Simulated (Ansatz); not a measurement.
The reference is MoS2 in the 2H-MoS2 type structure (space group P6_3/mmc, No. 194; a = 3.109 Å, c = 11.709 Å; layered, stacked along the Cartesian z axis).

It is then changed as follows: a negative pressure, −1 GPa.

Levels (all Ansatz, an electronic-structure program, PAW, earlier PAW set): PBEsol-D3(BJ) (420 eV, no spin-orbit coupling); PBEsol+SOC (420 eV, noncollinear with spin-orbit coupling).

The geometry is relaxed with PBEsol-D3(BJ).

| Item | Result |
|---|---|
| PBEsol-D3(BJ) lowest conduction level above the VBM at special points | K 1.05 eV; H 1.06 eV; M 1.61 eV; L 1.64 eV |
| PBEsol-D3(BJ) smallest direct gap | 1.77 eV |
| PBEsol-D3(BJ) valence-band top at Γ | 0.00, -1.02, -1.52 eV |
| PBEsol-D3(BJ) gap character | indirect, Γ → K–Γ (44 % along) |

**Question.** What does PBEsol+SOC give at this geometry for the lowest conduction level above the VBM at special points, smallest direct gap, valence-band top at Γ and gap character?

**Answer.** The lowest conduction level above the VBM at special points goes from K 1.05 eV; H 1.06 eV; M 1.61 eV; L 1.64 eV to K 1.04 eV; H 1.05 eV; M 1.60 eV; L 1.63 eV; the smallest direct gap shrinks by 0.027 eV (1.77 eV → 1.75 eV); the valence-band top at Γ (three highest Kramers pairs, from the VBM) is still 0.00, -1.02, -1.52 eV; the gap character is still indirect, Γ → K–Γ (44 % along).

Single points use the geometry relaxed with PBEsol-D3(BJ). The spin-orbit shifts are approximate. Load acts through the strain it causes; cell and atoms are relaxed under it. Whether these cells are dynamically stable was not tested.
